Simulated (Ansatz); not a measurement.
The parent structure is SnS$_{2}$ (space group Fd-3m, No. 227; a = 10.358 Å; a cell from a computed database, its experimental status unchecked). Axes: x, y, z lie along the cube axes.

Computed with PBEsol/PAW in Ansatz (a first-principles code), no spin-orbit coupling.

Modification: uniaxial strain ε_xx = +0.71 %, all other strain components held at zero; the atoms relax in the strained cell.

Predict the stress tensor and what it implies for the stiffness.

Stress of the strained cell less that of the base (GPa, compression positive):
```
  -0.48    0.00    0.00
   0.00   -0.20    0.00
   0.00    0.00   -0.20
```

Then −Δσ_ii/ε with ε = 0.0071 gives relaxed-ion elastic constants: C11 ≈ 67 GPa.

No phonon test of stability was made.
